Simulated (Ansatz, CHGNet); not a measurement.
For CsCl-type AuZn (cubic form, which distorts at low temperature), the machine-learned potential CHGNet 0.3.0 (trained on PBE and PBE+U data) gives:

```
Quantity                                 Value
------------------------------  --------------
equilibrium lattice constant a         3.194 Å
formation enthalpy              -0.263 eV/atom
```

Q: What does HSE06 (PAW; Ansatz, an electronic-structure program) give for the same quantities?

A: 
- lattice constant a: 3.170 Å (decreases by 0.8 %)
- formation enthalpy: -0.259 eV/atom (moves by +0.004 eV/atom)

For comparison: formation enthalpy -0.235 ± 0.04 eV/atom (measured, temperature not stated, no zero-point or thermal correction; as tabulated in Nepal et al. (2020), arXiv:2007.11150).

Changes are worked out from the printed values.

Unless a cell is named, each level is at its own relaxed cell (CHGNet 0.3.0 16.30, HSE06 15.93 Å³/atom).

Levels without +SOC leave out spin–orbit coupling, which shifts energies and cells of such heavy elements.

Caveats: exact exchange on metals is sensitive to the k mesh and can open a false gap (HSE06); symmetry holds this phase in the static calculation, where it need not be a minimum (HSE06). Ansatz's density-functional and Hartree–Fock values are scalar-relativistic unless marked +SOC, with PAW data made under PBE.
